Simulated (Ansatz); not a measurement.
The reference is SiC in the wurtzite structure (space group P6_3mc, No. 186).

```
CELL_PARAMETERS angstrom
      3.07548     0.00000     0.00000
     -1.53774     2.66344     0.00000
      0.00000     0.00000     5.04859
ATOMIC_POSITIONS crystal
  Si 0.66667 0.33333 0.00050
  Si 0.33333 0.66667 0.50050
  C  0.66667 0.33333 0.62470
  C  0.33333 0.66667 0.12470
```

Cartesian axes are those of the cell as printed.

All numbers come from Ansatz (an electronic-structure program) r2SCAN, without spin-orbit coupling, earlier PAW set.

Perturbation: a free-standing slab of 3 layers (12 atoms, 4 a layer) is cut normal to the y axis, with 15 Å of vacuum and the in-plane cell held at bulk.

Task: How does this affect the gap character and excess energy per area of both faces?

Result: The gap character is indirect, k = (0.091, 0, 0) in the run's primitive reciprocal basis → U; the excess energy per area of both faces (slab less bulk energy over the cell's area: twice a surface energy) amounts to 5.15 J/m².

Slab and bulk use different k-meshes, which limits the precision of the excess energy. Stability against distortions was not tested. Labels are those of the standard path for the cell's own space group.
